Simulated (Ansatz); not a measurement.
Results of r²SCAN (Ansatz, a program for electronic structure, PAW) for InP (model structure, P3m1, No. 156, 20 atoms in the cell).

Settings: plane-wave cutoff 560 eV, 12×12×1 k mesh (along the axes of the cell as run), Fermi–Dirac smearing 0.01 eV, scalar-relativistic PAW data made under PBE.

Cell (relaxed at this level):

```cif
data_In10P10
_chemical_formula_sum 'In10 P10'
_space_group_name_H-M_alt 'P 1'
_space_group_IT_number 1
_cell_length_a 4.17363
_cell_length_b 4.17363
_cell_length_c 34.15384
_cell_angle_alpha 90.000
_cell_angle_beta 90.000
_cell_angle_gamma 120.000
loop_
_space_group_symop_operation_xyz
  'x, y, z'
loop_
_atom_site_label
_atom_site_type_symbol
_atom_site_fract_x
_atom_site_fract_y
_atom_site_fract_z
_atom_site_occupancy
In1 In 0.00000 0.00000 0.00030 1
P1 P 0.00000 0.00000 0.07519 1
In2 In 0.33333 0.66667 0.10018 1
P2 P 0.33333 0.66667 0.17508 1
In3 In 0.66667 0.33333 0.20007 1
P3 P 0.66667 0.33333 0.27497 1
In4 In 0.00000 0.00000 0.29997 1
P4 P 0.00000 0.00000 0.37487 1
In5 In 0.33333 0.66667 0.39987 1
P5 P 0.33333 0.66667 0.47477 1
In6 In 0.66667 0.33333 0.49976 1
P6 P 0.66667 0.33333 0.57463 1
In7 In 0.00000 0.00000 0.59976 1
P7 P 0.00000 0.00000 0.67483 1
In8 In 0.66667 0.33333 0.69994 1
P8 P 0.66667 0.33333 0.77499 1
In9 In 0.00000 0.00000 0.80009 1
P9 P 0.00000 0.00000 0.87515 1
In10 In 0.66667 0.33333 0.90026 1
P10 P 0.66667 0.33333 0.97534 1
```

**Question.** Predict the band gap.

**Answer.** 
band gap: 1.05 eV (on the SCF k mesh)

Note: the relaxation could raise the start's symmetry but not lower it, so the cell can be a saddle point.

Spin–orbit coupling is not included.

The computed numbers hold no vibrational or temperature effects.

Cost on a shared machine: around 26 core-minutes (rough).

A model structure was made by putting elements into a prototype or built by hand; it is no filed structure, need not be a known phase, and can be a saddle point held by its symmetry.
